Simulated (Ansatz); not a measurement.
**TlAs in the CsCl type structure (space group Pm-3m, No. 221; a hypothetical phase, not in the database extracts checked)**

Space group Pm-3m (No. 221); a = 3.599 Å, b = 3.599 Å, c = 3.599 Å, α = 90.00°, β = 90.00°, γ = 90.00°

```
atom  site  symmetry       x       y       z
----  ----  --------  ------  ------  ------
Tl      1a      m-3m  0.0000  0.0000  0.0000
As      1b      m-3m  0.5000  0.5000  0.5000
```

All numbers come from DFT with PBEsol, PAW potentials and a 420 eV plane-wave cutoff in Ansatz (a first-principles code), scalar-relativistic without spin-orbit coupling. Settings: 13×13×13 k-points, 0.05 eV Fermi–Dirac smearing.

| Property | Value |
|---|---|
| Volume per atom | 23.32 Å³ |
| Density | 9.95 g/cm³ |
| Band gap | zero |
| Total energy | -8054.041 eV/atom (σ→0; compares only within this code and set-up) |

Stability against distortions was not tested. The final runs are not spin-polarised.
